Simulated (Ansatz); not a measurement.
Base system: Al2Cu (space group I4/mcm, No. 140; a = 6.006 Å, c = 4.790 Å).

The values are results of r2SCAN (Ansatz, a program for electronic structure; PAW; 500 eV plane waves; spin-orbit coupling left out), not measurements.

For the base:

```
Quantity              Result
-------------------  -------
c/a ratio              0.798
Lattice parameter a  6.006 Å
```

One thing is altered: every Cu is replaced by Hg; the structure is relaxed again.

Tabulated Pauling electronegativity and covalent radius: Cu 1.90, 1.32 Å; Hg 2.00, 1.32 Å.

**Question.** Predict the new c/a ratio and lattice parameter a.

**Answer.** The c/a ratio increases by 0.1360 to 0.933; the lattice parameter a goes up by 0.312 Å (6.006 Å → 6.318 Å).

Whether these cells are dynamically stable was not tested. As relaxed here, Al2Hg is a hypothetical phase, not in the database extracts checked. All final runs are without spin polarisation.
